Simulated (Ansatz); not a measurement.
An Ansatz (a program for electronic structure) input for Cd(S,Se) alloy cell Cd2SSe (zinc blende start):

Ansatz 0.2 input:
```yaml
crystal:
  lattice:
    - [-0.00000007, 6.078452506, 6.078452506]
    - [6.078099643, -0.000000063, 6.078452499]
    - [6.078099633, 6.078452489, -0.000000053]
  atoms:
    - { symbol: Cd, position: [-0.007121843, 0.007121862, 0.007121824] }
    - { symbol: Cd, position: [0.007121772, -0.007121801, 0.492878245] }
    - { symbol: Cd, position: [0.007121824, 0.492878171, -0.00712183] }
    - { symbol: Cd, position: [-0.007121753, 0.507121797, 0.50712178] }
    - { symbol: Cd, position: [0.492878161, 0.007121808, 0.007121785] }
    - { symbol: Cd, position: [0.507121826, -0.007121753, 0.492878224] }
    - { symbol: Cd, position: [0.507121847, 0.492878202, -0.007121825] }
    - { symbol: Cd, position: [0.49287818, 0.507121821, 0.507121822] }
    - { symbol: S, position: [0.12500003, 0.124999998, 0.124999936] }
    - { symbol: Se, position: [0.124999982, 0.125000012, 0.624999981] }
    - { symbol: Se, position: [0.12499995, 0.624999992, 0.125000079] }
    - { symbol: S, position: [0.125000022, 0.624999968, 0.624999983] }
    - { symbol: S, position: [0.625000092, 0.124999956, 0.125000008] }
    - { symbol: Se, position: [0.624999974, 0.124999957, 0.62499997] }
    - { symbol: Se, position: [0.624999961, 0.625000011, 0.125000019] }
    - { symbol: S, position: [0.624999974, 0.625, 0.625] }
basis:
  ecutwfc: 420
  ecutrho_ratio: 4
  xc_grid: 2
kpoints:
  mp_grid: { grid: [4, 4, 4] }
hamiltonian:
  xc: pbe
  dispersion: none
  pseudopotentials: { kind: paw }
scf:
  n_extra_bands: 19
  occupations: { method: fermi_dirac, width: 0.01 }
output:
  forces: true
  stress: true
  eigenstates:
    kpoints:
      - [0.0, 0.0, 0.0]
      - [-0.15, 0.0, -0.15]
      - [0.0, -0.15, -0.15]
    e_range: [-4.0, 6.0]
    localisation: true
relax:
  f_tol: 0.03
  max_steps: 90
  cell: { stress_tol: 0.15 }
```

Calculation: PBE (plane waves to 420 eV, PAW; Ansatz). Scalar-relativistic, without spin–orbit coupling. Its k-point mesh 4×4×4, Fermi–Dirac width 0.01 eV.

**Question.** Write the closing report of this run, without the band table and long remarks, to eight decimals at most.

**Answer.** 
```
SCF converged after 5 iterations
Free energy (F): -91530.401319 eV
Harris-Foulkes:  -91530.401319 eV  (|F-HF|=3.64e-10)
Internal energy: -91530.401319 eV  (E = F + TS)
E sigma→0 (E₀):  -91530.401319 eV
Fermi energy:    6.902382 eV
--- Per-component energies (eV) ---
  E_band       = -5732.564288
  E_kinetic    = 4934.284196
  E_local      = -42815.265737  (includes V_loc(G=0)·N_el)
  E_nonlocal   = -2000.012560
  E_hartree    = 20063.698625
  E_xc         = -2215.609722
  E_vxc        = -2510.476797  (∫ρ·V_xc dr)
  E_paw        = -42714.992551  (= ΣΔE_a)
  E_vpaw       = -3468.492061  (= ΣTr[D̂ρ^β])
  E_aug_tail   = -0.002297  (compensation charges beyond the density's cutoff)
  E_ewald      = -26782.501273
  E_smearing   = 0.000000  (= −TS)
  E_closure    = 0.000000  (closes the sum)
  Σ components = -91530.401319   (vs F -91530.401319, Δ=0.00e0)
--- Forces (eV/Å), atoms counted from 1 ---
  atom   1  Cd    -0.00165887     0.00000000     0.00000000
  atom   2  Cd     0.00165887    0.00000000    0.00000000
  atom   3  Cd     0.00165887    0.00000000    0.00000000
  atom   4  Cd    -0.00165887     0.00000000     0.00000000
  atom   5  Cd    -0.00165887     0.00000000     0.00000000
  atom   6  Cd     0.00165887    0.00000000    0.00000000
  atom   7  Cd     0.00165887    0.00000000    0.00000000
  atom   8  Cd    -0.00165887     0.00000000     0.00000000
  atom   9  S      0.00000000     0.00000000    0.00000000
  atom  10  Se     0.00000000     0.00000000    0.00000000
  atom  11  Se     0.00000000     0.00000000    0.00000000
  atom  12  S      0.00000000     0.00000000    0.00000000
  atom  13  S      0.00000000     0.00000000    0.00000000
  atom  14  Se     0.00000000     0.00000000    0.00000000
  atom  15  Se     0.00000000     0.00000000    0.00000000
  atom  16  S      0.00000000     0.00000000    0.00000000
  max |Σ_I F_I| component: 9.11e-17 eV/Å
--- Stress (GPa, compression-positive) ---
        0.000233      0.000000      0.000000
       0.000000      -0.008691       0.000000
       0.000000       0.000000      -0.008691
  P = ⅓ Tr σ = -0.0057 GPa (-0.057 kbar)
--- Relaxed structure (3 steps of the walk, 3 accepted, 1 SCFs on fresh bases) ---
  F+E_penalty+E_count = -91530.40131897 eV   max|allowed force component| = 1.659e-3 eV/Å   (the final SCF, on the basis selected at the relaxed cell)
  cell:  # Å, volume = 445.2423 Å³
    - [0.0, 6.06080226, 6.06080226]
    - [6.06046807, 0.0, 6.06080226]
    - [6.06046807, 6.06080226, 0.0]
  atoms:
    - { symbol: Cd, position: [-0.00602202, 0.00602202, 0.00602202] }
    - { symbol: Cd, position: [0.00602202, -0.00602202, 0.49397798] }
    - { symbol: Cd, position: [0.00602202, 0.49397798, -0.00602202] }
    - { symbol: Cd, position: [-0.00602202, 0.50602202, 0.50602202] }
    - { symbol: Cd, position: [0.49397798, 0.00602202, 0.00602202] }
    - { symbol: Cd, position: [0.50602202, -0.00602202, 0.49397798] }
    - { symbol: Cd, position: [0.50602202, 0.49397798, -0.00602202] }
    - { symbol: Cd, position: [0.49397798, 0.50602202, 0.50602202] }
    - { symbol: S, position: [0.125, 0.12500000, 0.12500000] }
    - { symbol: Se, position: [0.12500000, 0.12500000, 0.625] }
    - { symbol: Se, position: [0.12500000, 0.625, 0.125] }
    - { symbol: S, position: [0.12500000, 0.625, 0.625] }
    - { symbol: S, position: [0.625, 0.12500000, 0.12500000] }
    - { symbol: Se, position: [0.625, 0.12500000, 0.625] }
    - { symbol: Se, position: [0.625, 0.62500000, 0.125] }
    - { symbol: S, position: [0.62500000, 0.625, 0.62500000] }
```

Cost: roughly 3 core-minutes.
